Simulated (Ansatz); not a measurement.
Consider Ru-vacancy pair (Ru on one host Rh site, one Rh site vacant) in fcc Rh, neutral cell. Computed with PBE, PAW (plane waves to 420 eV; Ansatz, a program for electronic structure).

Settings: 32 host sites, the relaxed PBE lattice, a 2×2×2 k-point mesh shifted by half a step, smearing 0.10 eV, spin-restricted, no image-charge correction. Static, classical nuclei. Forms of the defect that were not tried may lie lower.

Barriers: single points on a 4×4×4 k-point mesh shifted by half a step at the bands' geometries (they differ from the bands' own by up to 0.05 eV, and are uncertain by about as much).

The step: a nearby Rh atom hops onto the vacant site (Ru-vacancy distance between ideal sites 2.71 Å throughout). Atoms about the jump, Cartesian Å from the middle of the jump, before and after:

| atom | x0 | y0 | z0 | x1 | y1 | z1 |
|---|---|---|---|---|---|---|
| Rh1 | 0.93 | -0.93 | 0.00 | -0.93 | 0.93 | 0.00 |
| Ru2 | -0.95 | -0.96 | -1.91 | -0.96 | -0.95 | -1.91 |
| Rh3 | -0.95 | -0.93 | 1.91 | -0.93 | -0.95 | 1.91 |
| Rh4 | 0.93 | 0.95 | -1.88 | 0.96 | 0.93 | -1.88 |
| Rh5 | 0.95 | 0.96 | 1.91 | 0.97 | 0.95 | 1.91 |
| Rh6 | -2.83 | -0.93 | 0.00 | -2.86 | -0.95 | 0.00 |
| Rh7 | -0.95 | -2.86 | 0.00 | -0.93 | -2.83 | 0.00 |
| Rh8 | 0.95 | 2.87 | 0.01 | 0.96 | 2.88 | 0.01 |
| Rh9 | 2.88 | 0.96 | 0.01 | 2.87 | 0.95 | 0.01 |
| Rh10 | -2.83 | 0.95 | -1.89 | -2.86 | 0.96 | -1.91 |
| Rh11 | 0.96 | -2.86 | -1.91 | 0.95 | -2.83 | -1.89 |
| Rh12 | 0.96 | -2.86 | 1.93 | 0.97 | -2.86 | 1.91 |
| Rh13 | -2.86 | 0.97 | 1.91 | -2.86 | 0.96 | 1.93 |
| Rh14 | 2.88 | -0.95 | -1.90 | 2.86 | -0.95 | -1.89 |
| Rh15 | -0.95 | 2.86 | -1.89 | -0.95 | 2.88 | -1.90 |

Problem. Predict the transition state.

Solution. 
| atom | x | y | z |
|---|---|---|---|
| Rh1 | -0.07 | -0.08 | -0.01 |
| Ru2 | -0.98 | -0.99 | -2.06 |
| Rh3 | -0.98 | -0.99 | 2.09 |
| Rh4 | 1.02 | 1.01 | -2.00 |
| Rh5 | 1.02 | 1.00 | 2.02 |
| Rh6 | -2.80 | -0.92 | 0.01 |
| Rh7 | -0.91 | -2.82 | 0.01 |
| Rh8 | 0.97 | 2.86 | 0.01 |
| Rh9 | 2.87 | 0.96 | 0.01 |
| Rh10 | -2.83 | 0.96 | -1.87 |
| Rh11 | 0.98 | -2.84 | -1.87 |
| Rh12 | 0.98 | -2.85 | 1.91 |
| Rh13 | -2.84 | 0.97 | 1.91 |
| Rh14 | 2.87 | -0.95 | -1.86 |
| Rh15 | -0.94 | 2.86 | -1.86 |
It lies 1.79 eV above the start and 1.79 eV above the end. The saddle point's order was not checked, and it lies on a symmetry element of the cell, where a band can be held.
